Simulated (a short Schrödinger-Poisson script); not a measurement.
Stack: MOS inversion layer, SiO2 on p-type Si(111), at 300 K.

From the gate side: 0.8 nm SiO2; 810 nm Si, acceptors 2.8e17 cm⁻³.

Constants are typed, rounded textbook-type inputs, not results; the design itself was drawn at random and stands for no fabricated device. SiO2: permittivity 3.9, conduction-band edge (eV) 3.15, gap (eV) 9, electron mass (mₑ) 0.5. Si: permittivity 11.7, conduction-band edge (eV) 0, gap (eV) 1.124, Nv at 300 K (cm⁻³) 3.1e19.

Channel valleys (confinement mass, in-plane density-of-states mass, number): Δ6 0.258, 0.358, 6. At the gate the conduction-band edge of layer 1 lies 3.73 eV − eVg above the Fermi level of the channel; the field vanishes at the back. Gaps are held at their typed values at every temperature. Mesh 0.03 nm at interfaces.

Solved with a short Schrödinger-Poisson script written for these runs: 1D Poisson equation in equilibrium, electrons quantum, Hartree (BenDaniel-Duke, 12 states a valley, the channel's in-plane mass for all, wave functions free to enter the dielectric), parabolic valleys, classical holes, full ionisation, no traps, pinning or gate leakage.

```tsv
Vg (V)	electrons (cm⁻²)	C (μF/cm²)	Δ6 E0 (meV from the Fermi level)
0.5	1.82e9	0.171	245.6
0.55	1.07e10	0.213	199.9
0.6	5.73e10	0.427	156.3
0.65	2.32e11	0.969	120.0
0.7	6.04e11	1.54	94.9
0.75	1.13e12	1.91	78.3
0.8	1.76e12	2.15	66.4
0.85	2.46e12	2.32	57.4
0.9	3.20e12	2.44	50.1
0.95	3.97e12	2.54	43.9
1	4.78e12	2.62	38.7
1.05	5.61e12	2.69	34.0
1.1	6.46e12	2.75	29.8
1.15	7.33e12	2.81	26.0
1.2	8.21e12	2.86	22.5
1.25	9.11e12	2.90	19.3
1.3	1.00e13	2.94	16.2
1.35	1.09e13	2.97	13.4
```

Gate voltages with under 1e9 electrons/cm² are left out.

Problem. At Vg = 1.35 V the lowest Δ6 subband lies at 13.4 meV from the Fermi level. How many electrons does it hold, and what share of all?

Solution. The two-dimensional density of states is g m/(πħ²) = 8.97e11 cm⁻² meV⁻¹ (both spins), kT = 25.9 meV, so n = D kT ln(1 + exp(−E/kT)) = 1.08e13 cm⁻², 0.99 of the 1.09e13 cm⁻² in all.

Problem. Compare the slope of the sheet density between 1.25 and 1.35 V with the geometric capacitance of the layers between gate and channel.

Solution. q Δn/ΔV = 2.87 μF/cm²; ε0/Σ(t/ε) = 4.32 μF/cm². The ratio is 0.66: the channel acts as a further capacitance in series.
